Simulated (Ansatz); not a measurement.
Start from BAs in the zinc blende structure (space group F-43m, No. 216).

```yaml
crystal:
  lattice:
    - [0.00000, 2.40468, 2.40468]
    - [2.40468, 0.00000, 2.40468]
    - [2.40468, 2.40468, 0.00000]
  atoms:
    - { symbol: As, position: [0.75000, 0.75000, 0.75000] }
    - { symbol: B, position: [0.00000, 0.00000, 0.00000] }
```

All numbers come from Ansatz (a first-principles code), PBE, PAW, cutoff 420 eV, no spin-orbit coupling, earlier PAW set.

One change was made to it. Results:

| quantity | base | after |
|---|---|---|
| width of the top valence band | 5.07 eV | 5.13 eV |
| hole mass (degenerate bands, along [100]) | 0.21, 0.24, 0.24 mₑ (at Γ) | 0.22, 0.24, 0.24 mₑ (at Γ) |
| band gap | 1.21 eV | 1.20 eV |
| smallest direct gap | 3.25 eV | 3.27 eV |

Task: Name the change that was made.
A. pressure 5 GPa
B. pressure −2 GPa
C. pressure 1.5 GPa
D. pressure 10 GPa
E. pressure −1 GPa

Result: C, pressure 1.5 GPa. For comparison, the hole mass in the other runs: pressure 10 GPa gives 0.23, 0.23, 0.24 mₑ (at Γ); pressure −2 GPa gives 0.21, 0.24, 0.24 mₑ (at Γ); pressure −1 GPa gives 0.21, 0.24, 0.24 mₑ (at Γ); pressure 5 GPa gives 0.23 mₑ (at Γ).

Load acts through the strain it causes; cell and atoms are relaxed under it. Effective masses come from finite differences of ±0.01 Å⁻¹. Whether these cells are dynamically stable was not tested. Competing high-pressure phases were not computed.
